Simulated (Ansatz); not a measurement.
Output of an Ansatz run (abridged):

```
WARN the atoms were moved onto the symmetric positions of the space group found under crystal.symmetry.tolerance 1.0e-5 (fractional …
WARN ansatz: RAYON_NUM_THREADS=1 ignored (pool sized by the plan → 1); use --threads N
Pseudopotentials: kind: paw
Pseudopotential: Bi, paw, valence charge 15
Pseudopotential: S, paw, valence charge 6
Crystal: 24 atoms, lattice volume = 946.239 Å³
Basis set: ecut = 420 eV, 18511 PW (Γ), exchange–correlation on 96×96×300 points (8 copies of the dense FFT grid, shifted against one another)
Bands: 123, of which v1, the nominal top of the filled ones, is band 99 counted from 1 (98 counted from 0)
Symmetry: 12 space group operations
Space group: P-3m1 (ITA 164), of the structure as read, at distance tolerance 9.8e-5 Å
k-points: 7 of 36
Initial density: superposition of atomic densities (neutral atoms: chi_scale 0, normalization atom), corrected by the library's trained network
Initial wavefunctions: pseudopotential atomic-orbital guess
Eigensolver: davidson
Functional: x = pbe(κ = 0.804, μ = 0.2195149727645171), c = pbe(β = 0.06672455060314922)
SCF iter   1: F=—  HF=-90604.404178 eV  |F-HF|=—  |Δ(HF+E_count)|=         —  Δρ=3.24e-3  dr2=4.35e-1  ethr=1.77e-3  ⟨swp⟩=5.7  Hψ=3333  notcnv=0
all-band conjugate gradients solve this SCF's bands
preconditioner: auto → LDOS
SCF iter   2: F=—  HF=-90604.397293 eV  |F-HF|=—  |Δ(HF+E_count)|=   6.89e-3  S|Δr|=    0.00e0  Δρ=1.53e-3  dr2=3.94e-2  ethr=2.20e-4  ⟨swp⟩=2.9  Hψ=1587  notcnv=0
SCF iter   3: F=—  HF=-90604.392968 eV  |F-HF|=—  |Δ(HF+E_count)|=   4.32e-3  S|Δr|=    0.00e0  Δρ=3.80e-4  dr2=3.79e-3  ethr=1.99e-5  ⟨swp⟩=2.0  Hψ=1507  notcnv=0
SCF iter   4: F=—  HF=-90604.392401 eV  |F-HF|=—  |Δ(HF+E_count)|=   5.68e-4  S|Δr|=    0.00e0  Δρ=9.31e-5  dr2=1.93e-4  ethr=1.91e-6  ⟨swp⟩=2.0  Hψ=1511  notcnv=0
SCF iter   5: F=—  HF=-90604.392437 eV  |F-HF|=—  |Δ(HF+E_count)|=   3.65e-5  S|Δr|=    0.00e0  Δρ=3.24e-5  dr2=1.99e-5  ethr=9.75e-8  ⟨swp⟩=2.0  Hψ=1555  notcnv=0
SCF iter   6: F=—  HF=-90604.392860 eV  |F-HF|=—  |Δ(HF+E_count)|=   4.23e-4  S|Δr|=    0.00e0  Δρ=1.17e-5  dr2=2.77e-6  ethr=1.00e-8  ⟨swp⟩=2.4  Hψ=1453  notcnv=0
SCF iter   7: F=—  HF=-90604.392860 eV  |F-HF|=—  |Δ(HF+E_count)|=   3.15e-7  S|Δr|=    0.00e0  Δρ=4.15e-6  dr2=2.78e-7  ethr=1.40e-9  ⟨swp⟩=2.0  Hψ=1215  notcnv=0
SCF iter   8: F=-90604.392860 eV  HF=-90604.392860 eV  |F-HF|=5.66e-9  |Δ(HF+E_count)|=   6.00e-8  S|Δr|=    0.00e0  Δρ=1.37e-6  dr2=2.92e-8  ethr=5.05e-11  ⟨swp⟩=12.6  Hψ=4536  notcnv=0
SCF 1 converged in 8 iterations: F = -90604.392860 eV  dr2 = 2.92e-8
SCF converged after 8 iterations
Stability not checked (fill_not_monotonic)
Free energy (F): -90604.392860 eV
Harris-Foulkes:  -90604.392860 eV  (|F-HF|=5.66e-9)
Internal energy: -90604.428609 eV  (E = F + TS)
E sigma→0 (E₀):  -90604.401797 eV
Entropy (-TS):   0.035749 eV (1.490 meV/atom)
Fermi energy:    2.354808 eV
--- Per-component energies (eV) ---
  E_band       = -1734.889373
  E_kinetic    = 3661.900169
  E_local      = -74711.413565  (includes V_loc(G=0)·N_el)
  E_nonlocal   = 3895.357474
  E_hartree    = 34812.543153
  E_xc         = -2626.442735
  E_vxc        = -2399.613794  (∫ρ·V_xc dr)
  E_paw        = -74780.918077  (= ΣΔE_a)
  E_vpaw       = -1806.198881  (= ΣTr[D̂ρ^β])
  E_aug_tail   = -0.002623  (compensation charges beyond the density's cutoff)
  E_ewald      = 19144.547595
  E_smearing   = 0.035749  (= −TS)
  E_closure    = 0.000000  (closes the sum)
  Σ components = -90604.392860   (vs F -90604.392860, Δ=0.00e0)
--- Forces (eV/Å), atoms counted from 1 ---
  atom   1  Bi     0.00000000     0.00000000    -1.56723573
  atom   2  Bi     0.00000000     0.00000000     1.15030750
  atom   3  Bi    -0.00000000     0.00000000    -0.23425176
  atom   4  Bi     0.00000000    -0.00000000     0.23425176
  atom   5  Bi     0.00000000    -0.00000000    -1.15030750
  atom   6  Bi     0.00000000    -0.00000000     1.56723573
  atom   7  S      0.51020272     0.29456568     0.92860537
  atom   8  S      0.03257920     0.01880961    -0.74667553
  atom   9  S      0.00000000    -0.03761922    -0.74667553
  atom  10  S     -0.00000000    -0.58913135     0.92860537
  atom  11  S     -0.51020272     0.29456568     0.92860537
  atom  12  S     -0.03257920     0.01880961    -0.74667553
  atom  13  S      0.02257633     0.01303445    -0.03307989
  atom  14  S     -0.02257633    -0.01303445     0.03307989
  atom  15  S      0.00000000     0.02606890     0.03307989
  atom  16  S      0.00000000    -0.02606890    -0.03307989
  atom  17  S     -0.02257633     0.01303445    -0.03307989
  atom  18  S      0.02257633    -0.01303445     0.03307989
  atom  19  S     -0.03257920    -0.01880961     0.74667553
  atom  20  S     -0.51020272    -0.29456568    -0.92860537
  atom  21  S      0.00000000     0.58913135    -0.92860537
  atom  22  S      0.00000000     0.03761922     0.74667553
  atom  23  S      0.03257920    -0.01880961     0.74667553
  atom  24  S      0.51020272    -0.29456568    -0.92860537
  max |Σ_I F_I| component: 2.22e-16 eV/Å
--- Stress (GPa, compression-positive) ---
       -1.800951       0.000000       0.000000
       -0.000000      -1.800951       0.000000
        0.000000       0.000000      -2.785242
  P = ⅓ Tr σ = -2.1290 GPa (-21.290 kbar)
  The stress holds the Pulay correction. Without it, at fixed plane waves, as pw.x and ABINIT print it: P = -2.1389 GPa
--- Band table (eV; the first three rows and the last of 7) ---
  k-point 0: bands = ["-21.1640", "-21.1640", "-21.1640", "-21.1640", "-21.1576", "-21.1576", "-21.1576", "-21.1576", "-21.1564", "-21.1564", "-20.9001", "-20.9001", "-20.9000", "-20.9000", "-20.8787", "-20.8787", "-20.8769", "-20.8769", "-20.8629", [...]
  k-point 1: bands = ["-21.1640", "-21.1640", "-21.1640", "-21.1640", "-21.1576", "-21.1576", "-21.1576", "-21.1576", "-21.1564", "-21.1564", "-20.9009", "-20.9009", "-20.8990", "-20.8990", "-20.8788", "-20.8787", "-20.8771", "-20.8769", "-20.8628", [...]
  k-point 2: bands = ["-21.1640", "-21.1640", "-21.1640", "-21.1640", "-21.1576", "-21.1576", "-21.1575", "-21.1575", "-21.1564", "-21.1564", "-20.9014", "-20.9013", "-20.8981", "-20.8981", "-20.8791", "-20.8789", "-20.8776", "-20.8769", "-20.8624", [...]
  k-point 6: bands = ["-21.1640", "-21.1640", "-21.1640", "-21.1640", "-21.1575", "-21.1575", "-21.1575", "-21.1575", "-21.1564", "-21.1564", "-20.9024", "-20.8995", "-20.8995", "-20.8968", "-20.8795", "-20.8783", "-20.8783", "-20.8769", "-20.8619", [...]
```

The structure:

```
CELL_PARAMETERS angstrom
      7.07986     0.00000     0.00000
     -3.53993     6.13134     0.00000
      0.00000     0.00000    21.79820
ATOMIC_POSITIONS crystal
  Bi 0.66667 0.33333 0.36515
  Bi 0.33333 0.66667 0.27525
  Bi 0.66667 0.33333 0.54495
  Bi 0.33333 0.66667 0.45505
  Bi 0.66667 0.33333 0.72475
  Bi 0.33333 0.66667 0.63485
  S  0.32099 0.16050 0.27525
  S  0.67901 0.83950 0.36515
  S  0.16050 0.32099 0.36515
  S  0.83950 0.67901 0.27525
  S  0.83950 0.16050 0.27525
  S  0.16050 0.83950 0.36515
  S  0.32099 0.16050 0.45505
  S  0.67901 0.83950 0.54495
  S  0.16050 0.32099 0.54495
  S  0.83950 0.67901 0.45505
  S  0.83950 0.16050 0.45505
  S  0.16050 0.83950 0.54495
  S  0.32099 0.16050 0.63485
  S  0.67901 0.83950 0.72475
  S  0.16050 0.32099 0.72475
  S  0.83950 0.67901 0.63485
  S  0.83950 0.16050 0.63485
  S  0.16050 0.83950 0.72475
```

Q: Write an input that gives this output.

A: Other spellings and defaults could give the same log, and not every line can be read from it. The input that was run (DFT, PBE, plane waves, default PAW files):

Ansatz 0.2 input:
```yaml
# BiS3
crystal:
  lattice:
    - [7.079860, 0.000000, 0.000000]
    - [-3.539930, 6.131339, 0.000000]
    - [0.000000, 0.000000, 21.798200]
  atoms:
    - { symbol: Bi, position: [0.666667, 0.333333, 0.365149] }
    - { symbol: Bi, position: [0.333333, 0.666667, 0.275252] }
    - { symbol: Bi, position: [0.666667, 0.333333, 0.544949] }
    - { symbol: Bi, position: [0.333333, 0.666667, 0.455051] }
    - { symbol: Bi, position: [0.666667, 0.333333, 0.724748] }
    - { symbol: Bi, position: [0.333333, 0.666667, 0.634846] }
    - { symbol: S, position: [0.320991, 0.160496, 0.275252] }
    - { symbol: S, position: [0.679009, 0.839504, 0.365149] }
    - { symbol: S, position: [0.160496, 0.320991, 0.365149] }
    - { symbol: S, position: [0.839505, 0.679009, 0.275252] }
    - { symbol: S, position: [0.839505, 0.160496, 0.275252] }
    - { symbol: S, position: [0.160496, 0.839504, 0.365149] }
    - { symbol: S, position: [0.320991, 0.160496, 0.455051] }
    - { symbol: S, position: [0.679009, 0.839505, 0.544949] }
    - { symbol: S, position: [0.160496, 0.320991, 0.544949] }
    - { symbol: S, position: [0.839505, 0.679009, 0.455051] }
    - { symbol: S, position: [0.839505, 0.160496, 0.455051] }
    - { symbol: S, position: [0.160496, 0.839505, 0.544949] }
    - { symbol: S, position: [0.320991, 0.160496, 0.634846] }
    - { symbol: S, position: [0.679009, 0.839505, 0.724748] }
    - { symbol: S, position: [0.160496, 0.320991, 0.724748] }
    - { symbol: S, position: [0.839505, 0.679009, 0.634846] }
    - { symbol: S, position: [0.839505, 0.160496, 0.634846] }
    - { symbol: S, position: [0.160496, 0.839505, 0.724748] }
basis:
  ecutwfc: 420.0
kpoints:
  mp_grid: { grid: [6, 6, 1] }
hamiltonian:
  xc: pbe
  pseudopotentials: { kind: paw }
scf:
  occupations: { method: methfessel_paxton, width: 0.272 }
output:
  forces: true
  eigenvalues: true
  stress: true
```

The starting cell comes from a database of computed structures (which also holds hypothetical and non-ambient phases and stackings), without a prior relaxation at this level. The slab is cut from that crystal, and its faces are unrelaxed. Spin-orbit coupling is off. Spin polarisation is off, though cut faces can carry moments; the slab shows no gap. Forces in this geometry exceed 1 eV/Å.

Ansatz is a first-principles code.
